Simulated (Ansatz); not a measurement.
**Pressure series in ZrIr2**

Base system: ZrIr$_{2}$ in the cubic Laves (MgCu2 type) structure (space group Fd-3m, No. 227).

Space group Fd-3m, origin choice 1 (No. 227); a = 7.3465 Å, b = 7.3465 Å, c = 7.3465 Å, α = 90.00°, β = 90.00°, γ = 90.00°

```
atom  site  symmetry       x       y       z
----  ----  --------  ------  ------  ------
Zr      8a      -43m  0.0000  0.0000  0.0000
Ir     16d      .-3m  0.6250  0.6250  0.6250
```
(The calculation used a cell of 6 atoms; values per cell refer to that cell.)

Cell and atoms are relaxed at each pressure.

All numbers come from Kohn–Sham DFT with the PBEsol functional, run in Ansatz (a quantum-chemistry and plane-wave program) with PAW and 420 eV plane waves, no SOC.

Notes on the quantities. enthalpy: H = E + PV relative to the base's energy.

```tsv
case	shortest interatomic distance	enthalpy
base	2.597 Å	–
pressure −2 GPa	2.604 Å	-0.21 eV/atom
pressure −1 GPa	2.601 Å	-0.10 eV/atom
pressure 0.3 GPa	2.596 Å	+0.03 eV/atom
pressure 0.7 GPa	2.595 Å	+0.07 eV/atom
pressure 1.5 GPa	2.593 Å	+0.15 eV/atom
pressure 3 GPa	2.588 Å	+0.31 eV/atom
pressure 5 GPa	2.582 Å	+0.51 eV/atom
pressure 7.5 GPa	2.575 Å	+0.76 eV/atom
pressure 10 GPa	2.568 Å	+1.01 eV/atom
```

Load acts through the strain it causes; cell and atoms are relaxed under it. No phonon test of stability was made. No other phases were tried under pressure. All final runs are without spin polarisation.
